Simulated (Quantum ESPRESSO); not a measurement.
Quantum ESPRESSO is run on Lu (P6_3/mmc, 2 atoms in the cell), and the run fails. The aim is a self-consistent single point with DFT, PBE, plane waves, PSlibrary ultrasoft (PBE) pseudopotentials.

Input as run:

```fortran
&control
    calculation = 'scf',
    prefix = 'Lu',
    outdir = './tmp/',
    pseudo_dir = './',
    tprnfor = .true.,
    tstress = .true.,
/
&system
    ibrav = 0,
    nat = 2,
    ntyp = 1,
    ecutwfc = 50,
    ecutrho = 400,
    occupations = 'smearing',
    smearing = 'marzari-vanderbilt',
/
&electrons
    conv_thr = 1.0d-10,
/
ATOMIC_SPECIES
Lu   174.9668  Lu.pbe-spdn-rrkjus_psl.1.0.0.UPF
ATOMIC_POSITIONS alat
Lu    0.0000000000    0.5773502692    0.3870098078
Lu    0.5000000000    0.2886751346    1.1610294235
K_POINTS automatic
9 9 5  0 0 0
CELL_PARAMETERS angstrom
   3.6049461066     0.0000000000     0.0000000000
  -1.8024730533     3.1219749076     0.0000000000
   0.0000000000     0.0000000000     5.5805980000
```

Output, abridged:

```
 %%%%%%%%%%%%%%%%%%%%%%%%%%%%%%%%%%%%%%%%%%%%%%%%%%%%%%%%%%%%%%%%%%%%%%%%%%%%%%
     Error in routine  set_occupations (1):
      smearing requires a value for gaussian broadening (degauss)
 %%%%%%%%%%%%%%%%%%%%%%%%%%%%%%%%%%%%%%%%%%%%%%%%%%%%%%%%%%%%%%%%%%%%%%%%%%%%%%

     stopping ...
```

Question: Read the log: what does the program object to, and what is the fix?

Answer: The fault is smearing without a width. A smearing function needs a non-zero width. To fix it, give the width. The program stopped before any SCF iteration.

An input that runs soundly differs in these lines (not the only fix; some lines may just follow from the change or write a value another way):
```diff
+    degauss = 0.0073499,
```

With that input, the run converged in 7 iterations: free energy E − TS -3401.8963 eV; Fermi level (on the code's own zero) 9.36 eV; pressure -2.88 GPa (DFT, PBE, plane waves, PSlibrary ultrasoft (PBE) pseudopotentials).

On the sound input: the starting cell comes from a database of computed structures (which also holds hypothetical and non-ambient phases and stackings), without a prior relaxation at this level. Its lattice was rescaled by a random factor within 2.5 % of one.
